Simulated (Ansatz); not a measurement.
**Zr, response to strain**

Start from Zr in the hcp (Mg type) structure (space group P6_3/mmc, No. 194; a = 3.183 Å, c = 5.124 Å; relaxed with 0.1 eV smearing). Axes: x lies along a and z along c of the hexagonal cell.

Strains are applied to the cell and any free atomic positions relax; under stress the whole cell relaxes.

Level of theory: DFT with PBEsol, PAW potentials and a 420 eV plane-wave cutoff in Ansatz (an electronic-structure program), no SOC, earlier PAW set.

Notes on the quantities. pressure: mean of the normal stresses, compression positive.

| case | space group | pressure | shortest interatomic distance |
|---|---|---|---|
| base | P6_3/mmc (No. 194) | 0.0 GPa | 3.153 Å |
| isotropic strain +2.23 % | P6_3/mmc (No. 194) | -5.9 GPa | 3.223 Å |
| uniaxial strain ε_xx = +2.66 % | Cmcm (No. 63) | ? | ? |
| tensor shear ε_xz = +0.14 % | C2/c (No. 15) | 0.0 GPa | 3.149 Å |
| uniaxial stress, 2 GPa compression along x | Cmcm (No. 63) | – | 3.109 Å |

Q: Complete the table.

A: 
- uniaxial strain ε_xx = +2.66 %, pressure: -2.4 GPa
- uniaxial strain ε_xx = +2.66 %, shortest interatomic distance: 3.157 Å

Beyond what the load breaks, stability against distortions was not tested. The final runs are not spin-polarised.
